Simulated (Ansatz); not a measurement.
Cubic perovskite KMgF₃, treated with r²SCAN+rVV10 (Ansatz, a quantum-chemistry and plane-wave program, PAW).

Run with plane-wave cutoff 560 eV, 8×8×8 k mesh, Fermi–Dirac smearing 0.01 eV, scalar-relativistic PAW data made under PBE.

Computed at the level's own relaxed cell.

```xyz
5
Lattice="3.9625 0.0000 0.0000 0.0000 3.9625 0.0000 0.0000 0.0000 3.9625" Properties=species:S:1:pos:R:3 pbc="T T T"
K      0.0000     0.0000     0.0000
Mg     1.9813     1.9813     1.9813
F      1.9813     0.0000     1.9813
F      0.0000     1.9813     1.9813
F      1.9813     1.9813     0.0000
```

List the 18 lowest band energies at Γ above −25 eV (eV, relative to the valence band maximum), grouping those that round alike.

At Γ: -21.28, -20.63 (×2), -9.19 (×3), -2.43 (×3), -0.65 (×3), -0.31 (×3), 8.33, 10.82 (×2).
